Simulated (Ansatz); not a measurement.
Functionals compared on CH3 on the 1x1 (111) surface of fcc Ni, ferromagnetic, one in a 2x2 cell, started at the site 'hollow Ni-Ni-Ni over Ni at depth 2.0 Å', in Ansatz (plane waves, PAW). The structure was relaxed with PBE; the other rows are single points on it, each with its references at the same level. Cutoff 420 eV.

Slab: 20 atoms, 6.0 Å thick at the start under the adsorbate (thin: gaps and levels are the slab's own); k 7x7x1, smearing 0.1 eV, dipole-corrected; 8 atoms held, the rest relaxed; symmetry of the start imposed; spin-polarised, no spin-orbit, no U, no dispersion correction. At the end it is bonded to 3 Ni. In PBE it is, or lies within 0.03 eV of, the lowest of the starts that converged. These notes are the PBE run's. Adsorption energies are against CH4(g) − ½ H2(g). A negative adsorption energy means that the adsorbate is more stable on the surface than in its reference.

```json
[
 {"functional": "PBE", "adsorption energy (eV)": "0.62", "work function of the top face (eV)": "3.69", "change of the work function (eV)": "-1.39", "magnetic moment of the cell (μB)": "9.97", "rough cost of the single point": "–"},
 {"functional": "RPBE", "adsorption energy (eV)": "…", "work function of the top face (eV)": "…", "change of the work function (eV)": "…", "magnetic moment of the cell (μB)": "10.10", "rough cost of the single point": "very roughly 3 core-minutes"}
]
```

Q: Fill in the missing entries.

A: 
- RPBE, adsorption energy (eV): 0.95
- RPBE, work function of the top face (eV): 3.58
- RPBE, change of the work function (eV): -1.32

Ansatz is a quantum-chemistry and plane-wave program.
